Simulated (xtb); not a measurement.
xtb 6.7.1, GFN2-xTB: Si(H)(F)2(OMe) (CO[SiH](F)F), 9 atoms. The geometry is a generated start, not checked to be a minimum at this level.

method: GFN2-xTB
--acc: 1 (default)
--etemp (K): 300 (default)
detailed input (--input): none: ANC optimiser, Lindh (1995) Hessian, microcycle=20, maxdispl=1.0, hlow=0.01 (default)
basis functions: 30
valence electrons: 32

```xyz
9

Si     1.2427     0.2133     0.4215
F      1.3238     1.7557     0.0089
F      2.5302    -0.4391    -0.2298
O      0.0473    -0.5298    -0.3262
C     -1.3329    -0.3204    -0.4115
H      1.2746     0.1394     1.8572
H     -1.5447     0.6399    -0.8880
H     -1.7895    -0.3318     0.5805
H     -1.7514    -1.1272    -1.0125
```

The structure is relaxed from this start with --opt LEVEL for the levels crude, sloppy, loose, lax, normal, tight, vtight, extreme, once each. Up to the end of the extreme run atoms move by at most 0.23 Å along an axis.

Problem. What is the loosest level that ends within 1 meV of the extreme run, and how many cycles does it take?

Solution. normal: 11 cycles against 23, ending 0.54 meV above.

| level | cycles | energy above the extreme run (meV) | gradient norm (eV/Å) |
|---|---|---|---|
| crude | 1 | 4.1 | 0.15 |
| sloppy | 1 | 4.1 | 0.15 |
| loose | 1 | 4.1 | 0.15 |
| lax | 4 | 2.0 | 0.097 |
| normal | 11 | 0.54 | 0.017 |
| tight | 17 | 0.015 | 0.0093 |
| vtight | 20 | under 0.01 | 0.0041 |
| extreme | 23 | — | 0.0020 |
